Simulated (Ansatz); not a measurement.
A self-consistent single point of CaHI (P4/nmm, 6 atoms in the cell) with Ansatz (an electronic-structure program).

Level of theory: PBEsol, default PAW files made with PBE (plane waves; Ansatz).

```
CELL_PARAMETERS angstrom
      4.07100     0.00000     0.00000
      0.00000     4.07100     0.00000
      0.00000     0.00000     8.94100
ATOMIC_POSITIONS crystal
  Ca 0.00000 0.50000 0.16000
  Ca 0.50000 0.00000 0.84000
  H  0.00000 0.00000 0.00000
  H  0.50000 0.50000 0.00000
  I  0.00000 0.50000 0.67500
  I  0.50000 0.00000 0.32500
```

Reference input (self-consistent single point, DFT, PBEsol, plane waves, default PAW files made with PBE): kpoints.mp_grid.grid = 7 7 3; hamiltonian.xc = pbesol; hamiltonian.pseudopotentials = {kind: paw} (the program's default PAW files); scf.occupations.method = fermi_dirac; scf.occupations.width = 0.136 eV. This run's input differs from it in these lines:

Ansatz 0.2 input:
```diff
@@ -19,3 +19,3 @@
 scf:
-  occupations: { method: fermi_dirac, width: 0.136 }
+  occupations: { method: fermi_dirac, width: 0.5 }
 output:
```

Output, abridged:

```
SCF iter   1: F=—  HF=-18490.039442 eV  |F-HF|=—  |Δ(HF+E_count)|=         —  Δρ=4.91e-3  dr2=3.65e-2  ethr=1.77e-3  ⟨swp⟩=11.7  Hψ=4989  notcnv=0
all-band conjugate gradients solve this SCF's bands
preconditioner: auto → Resta (q_TF=auto, 2.320 Å⁻¹)
SCF iter   2: F=—  HF=-18490.030344 eV  |F-HF|=—  |Δ(HF+E_count)|=   9.10e-3  Δρ=2.45e-3  dr2=1.03e-2  ethr=6.52e-5  ⟨swp⟩=1.5  Hψ=1019  notcnv=0
   [... lines left out ...]
SCF iter   4: F=—  HF=-18490.028311 eV  |F-HF|=—  |Δ(HF+E_count)|=   1.96e-4  Δρ=2.05e-4  dr2=5.69e-5  ethr=1.50e-6  ⟨swp⟩=2.0  Hψ=1120  notcnv=0
SCF iter   5: F=—  HF=-18490.028379 eV  |F-HF|=—  |Δ(HF+E_count)|=   6.81e-5  Δρ=6.23e-5  dr2=1.05e-5  ethr=1.02e-7  ⟨swp⟩=2.2  Hψ=1564  notcnv=0
SCF iter   6: F=—  HF=-18490.028379 eV  |F-HF|=—  |Δ(HF+E_count)|=   1.44e-8  Δρ=2.05e-5  dr2=5.96e-7  ethr=1.88e-8  ⟨swp⟩=2.1  Hψ=1494  notcnv=0
SCF iter   7: F=-18490.028379 eV  HF=-18490.028379 eV  |F-HF|=2.77e-8  |Δ(HF+E_count)|=   1.07e-7  Δρ=4.01e-6  dr2=3.82e-8  ethr=1.79e-10  ⟨swp⟩=9.3  Hψ=3731  notcnv=0
SCF 1 converged in 7 iterations: F = -18490.028379 eV  dr2 = 3.82e-8
Free energy (F): -18490.028379 eV
Internal energy: -18489.628812 eV  (E = F + TS)
E sigma→0 (E₀):  -18489.828595 eV
Entropy (-TS):   -0.399567 eV (-66.594 meV/atom)
Fermi energy:    6.717871 eV
--- Forces (eV/Å), atoms counted from 1 ---
  atom   1  Ca    -0.00000000     0.00000000    -0.83643493
  atom   2  Ca    -0.00000000     0.00000000     0.83643493
  atom   3  H      0.00000000     0.00000000    -0.00000000
  atom   4  H      0.00000000     0.00000000    -0.00000000
  atom   5  I      0.00000000     0.00000000     0.03132437
  atom   6  I      0.00000000     0.00000000    -0.03132437
--- Stress (GPa, compression-positive) ---
       -2.571888       0.000000       0.000000
        0.000000      -2.571888       0.000000
        0.000000       0.000000      -2.845196
  P = ⅓ Tr σ = -2.6630 GPa (-26.630 kbar)
  The stress holds the Pulay correction. Without it, at fixed plane waves, as pw.x and ABINIT print it: P = -2.6959 GPa
```

The run converged in 7 iterations. Against the reference run the free energy drops by 11.9 meV/atom, the pressure goes from -2.77 to -2.66 GPa, the largest force goes from 0.854 to 0.836 eV/Å and the gap on the mesh goes from 3.248 to 3.279 eV.

The starting cell comes from a database of published, mostly measured structures (it also holds non-ambient and calculated ones), without a prior relaxation at this level. Spin-orbit coupling is off. Ansatz's pressure includes its estimate of the finite-basis (Pulay) stress.
